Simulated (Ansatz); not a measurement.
Response to strain in PbS

The reference is PbS in the rock salt structure (space group Fm-3m, No. 225; a = 5.903 Å).

Strains are applied to the cell and any free atomic positions relax.

The values are results of plane-wave PAW DFT at the PBEsol level (Ansatz, a program for electronic structure, 420 eV), no spin-orbit coupling, not measurements.

```csv
isotropic strain (%),pressure (GPa)
-1.5,3.0
-1,1.9
-0.5,0.9
0,0.0
0.5,-0.9
1,-1.7
1.5,?
2.5,-3.8
3,-4.4
```

**Question.** Fit P = P₀ − Bδ + Cδ² with δ = (1 + ε)³ − 1 to the rows shown and predict the withheld row.

**Answer.** Least squares on the printed values gives P₀ = 0.0 GPa, B = 60.8 GPa, C = 147 GPa (largest residual 0.0 GPa); this predicts -2.5 GPa, and the run gives -2.4 GPa, in agreement.

Stability against distortions was not tested. All final runs are without spin polarisation.
